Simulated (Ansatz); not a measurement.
Zr2B2Ge (model structure, started from the Ti2InB2 type, P-6m2, No. 187, 5 atoms in the cell): properties by level of theory

```json
[
 {"level (code)": "PBE (Ansatz)", "lattice parameter a (Å)": "___", "lattice parameter c (Å)": "___", "bulk modulus (GPa)": "___", "cohesive energy (eV/atom)": "6.58"},
 {"level (code)": "PBEsol (Ansatz)", "lattice parameter a (Å)": "3.179", "lattice parameter c (Å)": "7.817", "bulk modulus (GPa)": "173", "cohesive energy (eV/atom)": "7.14"},
 {"level (code)": "r²SCAN (Ansatz)", "lattice parameter a (Å)": "___", "lattice parameter c (Å)": "7.871", "bulk modulus (GPa)": "___", "cohesive energy (eV/atom)": "6.41"}
]
```

Problem. Complete the blanks.

Solution. 
- PBE (Ansatz, an electronic-structure program), lattice parameter a (Å): 3.205
- PBE (Ansatz), lattice parameter c (Å): 7.900
- PBE (Ansatz), bulk modulus (GPa): 162
- r²SCAN (Ansatz), lattice parameter a (Å): 3.203
- r²SCAN (Ansatz), bulk modulus (GPa): 169

Caveats: the bulk modulus is −V dP/dV from two relaxed cells at ±2 % in volume (PBE, PBEsol, r²SCAN). Ansatz's density-functional and Hartree–Fock values are scalar-relativistic unless marked +SOC, with PAW data made under PBE.

Free atoms are spin-polarised, in the lowest state found; at levels without +SOC their spin–orbit coupling is left out.

The computed numbers hold no vibrational or temperature effects.

A model structure was made by putting elements into a prototype or built by hand; it is no filed structure, need not be a known phase, and can be a saddle point held by its symmetry.
